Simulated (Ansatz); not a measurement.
Spacing of the highest filled and lowest empty level at the zone centre in eight small model glasses of hand-chosen composition and density, fast-quenched (anions pushed apart in CHGNet runs), each at its PBE geometry, by PBE and by r2SCAN (Ansatz, a quantum-chemistry and plane-wave program, plane waves, PAW). The cells are the first eight to finish that balance their formal charges, show no moments and no lower geometry on charging where those were tested, and have a gap at both levels; defect levels can set the spacings.

| cell | quench by | pressure (GPa) | levels at the gap | PBE (eV) | experiment, tabulated (eV) |
|---|---|---|---|---|---|
| Hf18O39W | CHGNet | 0.0 | localised at both edges | 3.24 | - |
| Si24O51Y2 | CHGNet | 0.0 | localised at the filled edge | 4.20 | - |
| Zr20O42Si | CHGNet | -1.2 | localised at the filled edge | 3.67 | - |
| In24O39La2 | CHGNet | 0.1 | localised at the filled edge | 0.63 | - |
| Si24O50Ti | CHGNet | 0.0 | localised at both edges | 4.20 | - |
| Hf18O38Ti | CHGNet | 2.5 | localised at both edges | 3.37 | - |
| Ti20O42Hf | CHGNet | 1.9 | spread | 2.84 | - |
| In9Ga9Zn9O39Sc2 | CHGNet | 3.2 | localised at the filled edge | 1.19 | - |

Task: What does r2SCAN give, and how does it move these values against PBE?

Result: Hf18O39W 3.56, Si24O51Y2 4.73, Zr20O42Si 4.11, In24O39La2 1.08, Si24O50Ti 4.63, Hf18O38Ti 3.77, Ti20O42Hf 3.20, In9Ga9Zn9O39Sc2 1.65 eV. It raises them by +0.32 to +0.53 eV, +0.42 eV on average. A straight line through the eight gives r2SCAN = 1.00 × PBE +0.42 eV, with a scatter of 0.06 eV.
